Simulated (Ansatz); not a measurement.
## HfO2, pressure series

Start from HfO₂ in the fluorite structure (space group Fm-3m, No. 225; a = 5.098 Å).

Cell and atoms are relaxed at each pressure.

All numbers come from PBE in Ansatz (plane waves to 420 eV, PAW, no spin-orbit coupling), earlier PAW set.

```csv
pressure (GPa),volume per atom (Å³/atom)
-2,11.134
-1,11.087
0,11.042
3,10.912
7,10.749
15,?
50,9.517
75,9.038
100,8.652
```

Problem. Fit the third-order Birch–Murnaghan form P(V) = (3B₀/2)[(V₀/V)^(7/3) − (V₀/V)^(5/3)]·[1 + (3/4)(B₀′ − 4)((V₀/V)^(2/3) − 1)] (squares taken in P) to the rows shown and predict the withheld row.

Solution. Least squares on the printed values gives V₀ = 11.042 Å³/atom, B₀ = 247 GPa, B₀′ = 4.1; this predicts 10.459 Å³/atom, and the run gives 10.458 Å³/atom, in agreement.

Load acts through the strain it causes; cell and atoms are relaxed under it. Whether these cells are dynamically stable was not tested. Competing high-pressure phases were not computed. This is not the structure that HfO2 has at room temperature and ambient pressure.

Ansatz is a program for electronic structure.
